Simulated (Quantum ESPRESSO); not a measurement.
A self-consistent single point of Hf2SbP (P6_3/mmc, 8 atoms in the cell) with Quantum ESPRESSO.

Method of the run: PBEsol, GBRV 1.5 ultrasoft (PBESOL) pseudopotentials (plane waves; Quantum ESPRESSO).

```
CELL_PARAMETERS angstrom
      3.83966     0.00000     0.00000
     -1.91983     3.32524     0.00000
      0.00000     0.00000    13.21089
ATOMIC_POSITIONS crystal
  Hf 0.66667 0.33333 0.89774
  Hf 0.33333 0.66667 0.10226
  Hf 0.33333 0.66667 0.39774
  Hf 0.66667 0.33333 0.60226
  Sb 0.33333 0.66667 0.75000
  Sb 0.66667 0.33333 0.25000
  P  0.00000 0.00000 0.00000
  P  0.00000 0.00000 0.50000
```

Reference input (self-consistent single point, DFT, LDA (PZ), plane waves, GBRV 1.5 ultrasoft (LDA) pseudopotentials): ecutwfc = 40 Ry; ecutrho = 320 Ry; occupations = smearing; smearing = fermi-dirac; degauss = 0.0073499 Ry; potentials = {Hf: hf_lda_v1.uspp.F.UPF, Sb: sb_lda_v1.4.uspp.F.UPF, P: p_lda_v1.5.uspp.F.UPF}; K_POINTS = automatic 5 5 2 0 0 0; conv_thr = 1e-09 Ry. This run's input differs from it in these lines:

```diff
@@ -22,5 +22,5 @@
 ATOMIC_SPECIES
-Hf   178.4900  hf_lda_v1.uspp.F.UPF
-Sb   121.7600  sb_lda_v1.4.uspp.F.UPF
-P     30.9738  p_lda_v1.5.uspp.F.UPF
+Hf   178.4900  hf_pbesol_v1.uspp.F.UPF
+Sb   121.7600  sb_pbesol_v1.4.uspp.F.UPF
+P     30.9738  p_pbesol_v1.5.uspp.F.UPF
 CELL_PARAMETERS {bohr}
```

Output (repeated stretches shortened):

```
     Self-consistent Calculation

     iteration #  1     ecut=    40.00 Ry     beta= 0.70

     negative rho (up, down):  4.228E-01 0.000E+00

     total energy              =   -1027.02069515 Ry
     estimated scf accuracy    <      17.59272750 Ry

     iteration #  2     ecut=    40.00 Ry     beta= 0.70

     negative rho (up, down):  4.290E-01 0.000E+00

     total energy              =   -1024.52849168 Ry
     estimated scf accuracy    <      40.71473506 Ry

     iteration #  3     ecut=    40.00 Ry     beta= 0.70

     negative rho (up, down):  4.340E-01 0.000E+00

     total energy              =   -1033.95801720 Ry
     estimated scf accuracy    <       5.80252107 Ry

   [... 6 blocks of this kind left out ...]

     iteration # 10     ecut=    40.00 Ry     beta= 0.70

     negative rho (up, down):  4.419E-01 0.000E+00

     total energy              =   -1034.90833500 Ry
     estimated scf accuracy    <       0.00000003 Ry

     iteration # 11     ecut=    40.00 Ry     beta= 0.70

     negative rho (up, down):  4.419E-01 0.000E+00
     End of self-consistent calculation

     the Fermi energy is    13.2925 ev

!    total energy              =   -1034.90833501 Ry
     estimated scf accuracy    <          2.0E-10 Ry
     smearing contrib. (-TS)   =      -0.00519350 Ry
     internal energy E=F+TS    =   -1034.90314150 Ry

     convergence has been achieved in  11 iterations

     negative rho (up, down):  4.419E-01 0.000E+00

     Forces acting on atoms (cartesian axes, Ry/au):

     atom    1 type  1   force =    -0.00000000    0.00000000    0.00509192
     atom    2 type  1   force =    -0.00000000   -0.00000000   -0.00509192
     atom    3 type  1   force =     0.00000000    0.00000000    0.00509192
     atom    4 type  1   force =     0.00000000    0.00000000   -0.00509192
     atom    5 type  2   force =     0.00000000    0.00000000    0.00000000
   [... lines left out ...]
     Total force =     0.010184     Total SCF correction =     0.000062
   [... lines left out ...]

     negative rho (up, down):  4.419E-01 0.000E+00
          total   stress  (Ry/bohr**3)                   (kbar)     P=      -63.79
  -0.00044365   0.00000000  -0.00000000          -65.26        0.00       -0.00
   0.00000000  -0.00044365   0.00000000            0.00      -65.26        0.00
  -0.00000000   0.00000000  -0.00041370           -0.00        0.00      -60.86

   JOB DONE.
```

The run converged in 11 iterations. Against the reference run the pressure goes from -9.19 to -6.38 GPa and the largest force goes from 0.157 to 0.131 eV/Å.

The starting cell comes from a database of computed structures (which also holds hypothetical and non-ambient phases and stackings), without a prior relaxation at this level. Its lattice was rescaled by a random factor within 2.5 % of one. With a pressure of about -6 GPa the cell is away from its equilibrium volume at this level.

Cost on one core of a shared machine: roughly 3 min.
